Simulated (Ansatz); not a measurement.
**KTaO3: O → S**

Start from KTaO3 in the cubic perovskite structure (space group Pm-3m, No. 221; a = 3.9853 Å).

Now apply this change: S takes the place of O on all its sites, then cell and atoms are relaxed.

All numbers come from Ansatz (a quantum-chemistry and plane-wave program) PBEsol, no spin-orbit coupling. Settings: 10×10×10 k-points, 0.05 eV Fermi–Dirac smearing, for the changed cell.

Volume per atom: 22.23 Å³ (base 12.66 Å³)
Lattice parameter a: 4.808 Å (base 3.985 Å)
Space group: Pm-3m (No. 221) (base Pm-3m (No. 221))
Shortest interatomic distance: 2.404 Å (base 1.993 Å)
Band gap: zero (base 2.14 eV)

Final structure:

```yaml
crystal:
  lattice:
    - [4.80796, 0.00000, 0.00000]
    - [0.00000, 4.80796, 0.00000]
    - [0.00000, 0.00000, 4.80796]
  atoms:
    - { symbol: K, position: [0.00000, 0.00000, 0.00000] }
    - { symbol: Ta, position: [0.50000, 0.50000, 0.50000] }
    - { symbol: S, position: [0.00000, 0.50000, 0.50000] }
    - { symbol: S, position: [0.50000, 0.50000, 0.00000] }
    - { symbol: S, position: [0.50000, 0.00000, 0.50000] }
```

Cost of the whole job for the changed cell (relaxation, final SCF and bands): about 80 core-seconds (a rough figure).

With Ta present, leaving out spin-orbit coupling can change the band edges. Stability against distortions was not tested. As relaxed here, KTaS3 is a hypothetical phase, not in the database extracts checked. All final runs are without spin polarisation. KTaS3 has a high density of states at the Fermi level and may be magnetic at this level.
